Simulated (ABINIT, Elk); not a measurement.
An ABINIT input for a self-consistent single point of Si2W (I4/mmm, 3 atoms in the cell) (DFT, PBE, plane waves, norm-conserving pseudopotentials (PseudoDojo nc-sr-05 PBE standard)):

```
# Si2W, PseudoDojo nc-sr-05 PBE standard
pp_dirpath "./"
pseudos "Si.upf, W.upf"
acell 4.4183846707 4.4183846707 4.4183846707 Angstrom
rprim
        -0.3560049921    0.3560049921    0.8640144045
         0.3560049921   -0.3560049921    0.8640144045
         0.3560049921    0.3560049921   -0.8640144045
natom 3
ntypat 2
znucl 14 74
typat 1 1 2
xred
         0.3349900000    0.3349900000    0.0000000000
         0.6650100000    0.6650100000    0.0000000000
         0.0000000000    0.0000000000    0.0000000000
ecut 1007 eV
ixc 11
occopt 3
tsmear 0.05 eV
nband 16
kptopt 1
ngkpt 15 15 15
nshiftk 1
shiftk 0 0 0
nstep 100
tolvrs 1.0e-11
prtwf 0
prtden 0
enunit 1
```

**Question.** Translate this input to Elk.

**Answer.** One input that does it (others would too):

```
tasks
  0

xctype
  20

rmtscf
  0.91

swidth
  0.00183747

maxscl
  100

scale
  8.349536941

avec
   -0.3560049921    0.3560049921    0.8640144045
    0.3560049921   -0.3560049921    0.8640144045
    0.3560049921    0.3560049921   -0.8640144045

sppath
  'species/'

atoms
  2
  'Si.in'
  2
  0.3349900000  0.3349900000  0.0000000000    0.0 0.0 0.0
  0.6650100000  0.6650100000  0.0000000000    0.0 0.0 0.0
  'W.in'
  1
  0.0000000000  0.0000000000  0.0000000000    0.0 0.0 0.0

ngridk
  15 15 15
```

Basis, cutoffs, solver keys and any potentials are the target program's own. This input uses DFT, PBE, all-electron FP-LAPW, Elk's shipped species files, default APW+lo basis.

The starting cell comes from a database of computed structures (which also holds hypothetical and non-ambient phases and stackings), without a prior relaxation at this level. Its lattice was rescaled by a random factor within 2.5 % of one.
